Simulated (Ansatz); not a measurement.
Take HfN in the rock salt structure (space group Fm-3m, No. 225; a = 4.548 Å; relaxed with 0.1 eV smearing) as the base. Axes: x, y, z lie along the cube axes.

(Cell as relaxed with PBE.)

Levels (all Ansatz, a quantum-chemistry and plane-wave program, PAW): PBE (420 eV, without spin-orbit coupling); PBEsol (420 eV, no spin-orbit coupling).

Each level relaxes its own structure.

```csv
base,PBE,PBEsol
volume per atom,11.76 Å³,11.40 Å³
lattice parameter a,4.548 Å,4.502 Å
band gap,zero,zero
```

Modification: uniaxial stress, 1 GPa tension along x, with the cell and atoms free to relax against it.

```csv
quantity,PBE,PBEsol
"strain response (xx, yy, zz)","(+0.19, −0.03, −0.03) %","(+0.17, −0.02, −0.02) %"
energy relative to the base (free energy F),+0.1 meV/atom,+0.1 meV/atom
shortest interatomic distance,2.273 Å,2.250 Å
```

PBE's shortest interatomic distance lies 0.023 Å above PBEsol's (1.0 %); the two agree on the energy relative to the base. Neither level is exact; PBEsol is the comparison here, not a measurement.

Beyond what the load breaks, stability against distortions was not tested. The final runs are not spin-polarised. An odd electron count without spin: HfN.
